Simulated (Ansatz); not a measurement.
## What isotropic strain −2.50 % does to MgSe

Base system: MgSe in the rock salt structure (space group Fm-3m, No. 225; a = 5.450 Å).

Now apply this change: an isotropic linear strain of −2.50 %, atoms relaxed at fixed cell.

Computed with Ansatz (an electronic-structure program), PBEsol, PAW, cutoff 420 eV, no spin-orbit coupling. k-mesh 10×10×10 (Γ-centred); smearing 0.05 eV (Fermi–Dirac).

The space group is still Fm-3m (No. 225) and the shortest interatomic distance shrinks by 0.068 Å, from 2.725 Å to 2.657 Å. The energy increases by 25 meV/atom and the pressure goes from zero to 57.5 kbar. The band gap rises by 0.117 eV, from 1.78 eV to 1.89 eV and the gap character stays indirect, Γ → X. The mean gap deformation potential ΔEg/Δln V amounts to -1.5 eV and the width of the top valence band increases by 0.24 eV (2.57 eV → 2.81 eV). The electron mass changes from 0.49 mₑ along k, 0.23 mₑ across (at X) to 0.50 mₑ along k, 0.24 mₑ across (at X) and the hole mass (degenerate bands, along [100]) changes from 0.16, 0.77, 0.77 mₑ (at Γ) to 0.18, 0.71, 0.71 mₑ (at Γ). The valley order (the lowest conduction-band minima on the path, energy above the VBM, named in the base's zone) changes from X along ⟨100⟩ 1.78 eV; Γ 2.50 eV to X along ⟨100⟩ 1.89 eV; Γ 3.04 eV.

Final structure:

```
MgSe
1.0
    0.00000     2.65666     2.65666
    2.65666     0.00000     2.65666
    2.65666     2.65666     0.00000
Mg Se
1 1
Direct
  0.00000   0.00000   0.00000
  0.50000   0.50000   0.50000
```

Masses are band curvatures over ±0.01 Å⁻¹ around the edge. Along k means along the line from Γ to the band edge. Whether these cells are dynamically stable was not tested.
